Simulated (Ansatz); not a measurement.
Defect migration in corundum: O vacancy, charge state +2. The step: a nearby O atom hops onto the vacant site; the atom moves 2.53 Å along (0.06, 0.33, -0.16) of the unit cell; the moving atom starts with neighbours Al at 1.86, Al at 1.94, Al at 1.96, Al at 2.07 Å and ends with Al at 1.86, Al at 1.94, Al at 1.96, Al at 2.07 Å. DFT values are from Ansatz (plane-wave PAW, 420 eV unless said) in a cell of 120 host sites, spin-restricted, static, with no finite-size correction. The charge state is imposed; whether it is stable for some Fermi level was not computed. Forms of the defect that were not tried may lie lower. For the PBE band: the saddle point's order was not checked, and it lies on a symmetry element of the cell, where a band can be held.

```tsv
Level	Forward barrier (eV)	Cost of the band or of the saddle's single point
CHGNet universal potential (has no charge state), its own band	1.77	-
PBE, the Γ point alone, band relaxed	1.69	around 14 core-minutes (rough)
PBE, a 2×2×2 k-point mesh shifted by half a step along c, same geometries	1.73	around 3 core-minutes (rough)
r2SCAN at 500 eV, the Γ point alone, same geometries	1.63	about 80 core-seconds (a rough figure)
HSE06, Γ point alone, same geometries	1.57	about 12 core-minutes (a rough figure)
```

Ansatz is a quantum-chemistry and plane-wave program.
